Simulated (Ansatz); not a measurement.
## A computed series for ScAl3: response to strain

Base system: ScAl₃ in the Cu3Au type structure (space group Pm-3m, No. 221; a = 4.033 Å; relaxed with 0.1 eV smearing). Axes: x, y, z lie along the cube axes.

Strains are applied to the cell and any free atomic positions relax.

Computed with DFT with LDA, PAW potentials and a 420 eV plane-wave cutoff in Ansatz (a first-principles code), without spin-orbit coupling.

Notes on the quantities. energy relative to the base: free energy F; pressure: mean of the normal stresses, compression positive.

```
variant                         energy relative to the base  volume per atom  pressure
------------------------------  ---------------------------  ---------------  --------
base                                             0 meV/atom         16.40 Å³   0.0 GPa
uniaxial strain ε_zz = −3.00 %                +9.7 meV/atom         15.90 Å³   3.2 GPa
uniaxial strain ε_zz = −2.40 %                            …         16.00 Å³         …
uniaxial strain ε_zz = −1.80 %                +3.4 meV/atom         16.10 Å³   1.8 GPa
uniaxial strain ε_zz = −1.20 %                +1.5 meV/atom         16.20 Å³   1.2 GPa
uniaxial strain ε_zz = −0.60 %                +0.4 meV/atom         16.30 Å³   0.6 GPa
```

Fill in the withheld entries from the trend.


- uniaxial strain ε_zz = −2.40 %, energy relative to the base: +6.1 meV/atom
- uniaxial strain ε_zz = −2.40 %, pressure: 2.5 GPa

Stability against distortions was not tested. All final runs are without spin polarisation.
